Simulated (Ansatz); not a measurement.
Where the default PAW files enter, the runs use the earlier of Ansatz's two default sets.

The decay constant κ of evanescent states in the gap governs leakage through a thin film.

Input:

```
ZnS
1.0
    3.80796     0.00000     0.00000
   -1.90398    18.96762     0.00000
    1.90398     0.57337     3.24756
Zn S
6 6
Cartesian
  1.90398   3.25818   0.54102
  1.90398  13.21980   3.24733
  3.80796   6.51011   1.08315
  0.00000  16.08948   1.62441
  1.90398   9.77160   1.62359
  1.90398   0.57447   3.24737
  1.90398   0.96147   0.94651
  0.00000  10.34972   0.40525
  3.80796   4.21358   1.48861
  0.00000  13.79296   2.02987
  1.90398   7.46919   2.03008
  1.90398  16.66632   0.40630
```

Space group of this cell: P6_3mc. The cell is taken as given.

Transport runs along the normal of the first two printed cell vectors, the (101) plane of the conventional cell.

No gap correction and no spin-orbit coupling; mid-gap values are interpolated between computed energies.

Q: Compute, with r2SCAN (Ansatz, a quantum-chemistry and plane-wave program), the band gap and the smallest decay constant κ at mid-gap.

A: Gap 2.73 eV on a 10×10×10 mesh; κ = 0.181 1/Å, at the zone centre.
